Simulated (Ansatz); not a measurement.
# Pressure series in Ru2Si

Start from Ru₂Si (space group Pnma, No. 62; a = 5.2349 Å, b = 3.9914 Å, c = 7.3872 Å; a cell from a computed database, its experimental status unchecked).

Cell and atoms are relaxed at each pressure.

Level of theory: Ansatz (an electronic-structure program) PBEsol, without spin-orbit coupling.

```csv
pressure (GPa),volume per atom (Å³/atom)
-2,12.955
-1,12.909
0,12.863
0.3,12.849
0.7,?
1.5,12.796
3,12.731
5,12.647
10,12.450
```

### Question
Fit the third-order Birch–Murnaghan form P(V) = (3B₀/2)[(V₀/V)^(7/3) − (V₀/V)^(5/3)]·[1 + (3/4)(B₀′ − 4)((V₀/V)^(2/3) − 1)] (squares taken in P) to the rows shown and predict the withheld row.

### Answer
Least squares on the printed values gives V₀ = 12.863 Å³/atom, B₀ = 284 GPa, B₀′ = 4.6; this predicts 12.831 Å³/atom, and the run gives 12.831 Å³/atom, in agreement.

Load acts through the strain it causes; cell and atoms are relaxed under it. Whether these cells are dynamically stable was not tested. No other phases were tried under pressure. All final runs are without spin polarisation.
